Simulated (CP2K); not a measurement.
Band structure of LiNbSe2 (P6_3/mmc, 8 atoms in the cell).

```yaml
crystal:
  lattice:
    - [3.53331, 0.00000, 0.00000]
    - [-1.76666, 3.05994, 0.00000]
    - [0.00000, 0.00000, 13.54232]
  atoms:
    - { symbol: Li, position: [0.00000, 0.00000, 0.00000] }
    - { symbol: Li, position: [0.00000, 0.00000, 0.50000] }
    - { symbol: Nb, position: [0.00000, 0.00000, 0.25000] }
    - { symbol: Nb, position: [0.00000, 0.00000, 0.75000] }
    - { symbol: Se, position: [0.33333, 0.66667, 0.12695] }
    - { symbol: Se, position: [0.66667, 0.33333, 0.87305] }
    - { symbol: Se, position: [0.66667, 0.33333, 0.62695] }
    - { symbol: Se, position: [0.33333, 0.66667, 0.37305] }
```

Computed with PBEsol, GPW, DZVP-MOLOPT-SR-GTH basis, GTH-PBE potentials (GTH_POTENTIALS) run with CP2K.

Settings: CUTOFF = 500 Ry; REL_CUTOFF = 50 Ry; KPOINTS/SCHEME = MONKHORST-PACK 6 6 2; GAMMA_CENTERED = T; XC_FUNCTIONAL = PBE:PBESOL; Li/BASIS_SET = DZVP-MOLOPT-SR-GTH-q3; Li/POTENTIAL = GTH-PBE-q3; Nb/BASIS_SET = DZVP-MOLOPT-SR-GTH-q13; Nb/POTENTIAL = GTH-PBE-q13; Se/BASIS_SET = DZVP-MOLOPT-SR-GTH-q6; Se/POTENTIAL = GTH-PBE-q6; METHOD = GPW; EPS_DEFAULT = 1e-10; EXTRAPOLATION = USE_GUESS.

The starting cell comes from a database of computed structures (which also holds hypothetical and non-ambient phases and stackings), without a prior relaxation at this level. Values carry the incompleteness of an atom-centred basis. The potentials were made for another functional than the one used.

### Question
Predict the gap along the standard path and the places of the band edges.

### Answer
The gap along the path is 0.62 eV, from Γ to a point between K and Γ; the smallest direct gap on it is 1.37 eV.

Levels in eV from the top of the valence band on the SCF mesh, bands 25 to 29:
| point | 25 | 26 | 27 | 28 | 29 |
|---|---|---|---|---|---|
| Γ | -2.13 | -2.09 | -0.88 | 0.00 | 1.63 |
| M | -2.50 | -2.14 | -1.50 | -1.12 | 1.64 |
| K | -3.36 | -3.36 | -0.35 | -0.35 | 1.04 |
| A | -2.13 | -2.13 | -0.26 | -0.26 | 1.67 |
| L | -2.31 | -2.31 | -1.23 | -1.23 | 1.67 |
| H | -3.27 | -3.27 | -0.32 | -0.32 | 1.05 |

Higher empty bands are left out: an atom-centred basis made for the valence describes them poorly.
